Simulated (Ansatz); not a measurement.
**SiO₂ (space group P3_221, No. 154)**

SiO2 is taken in the trigonal space group P3₂21 (No. 154), Pearson symbol hP9. Lattice parameters: a = 4.9490 Å, b = 4.9490 Å, c = 5.4415 Å, α = 90.00°, β = 90.00°, γ = 120.00°. Si on 3a is coordinated by 4 O at 1.619–1.623 Å (tetrahedral). O on 6c is coordinated by 2 Si at 1.619–1.623 Å (bent). (Neighbours: up to the widest gap in distance over summed covalent radii, below 1.35, at either atom.)

Level of theory: PBEsol (Ansatz, an electronic-structure program; PAW; 420 eV plane waves; without spin-orbit coupling). k-mesh 8×8×6 (Γ-centred); smearing 0.05 eV (Fermi–Dirac).

```yaml
volume_per_atom: 12.82 Å³
density: 2.59 g/cm³
band_gap: 5.72 eV, indirect, K → Γ
electron_mass: 0.50 mₑ
Lowest conduction-band minima above the VBM: Γ 5.72 eV
total_energy: -582.205 eV/atom (σ→0; compares only within this code and set-up)
```

Masses are band curvatures over ±0.01 Å⁻¹ around the edge. No phonon test of stability was made.
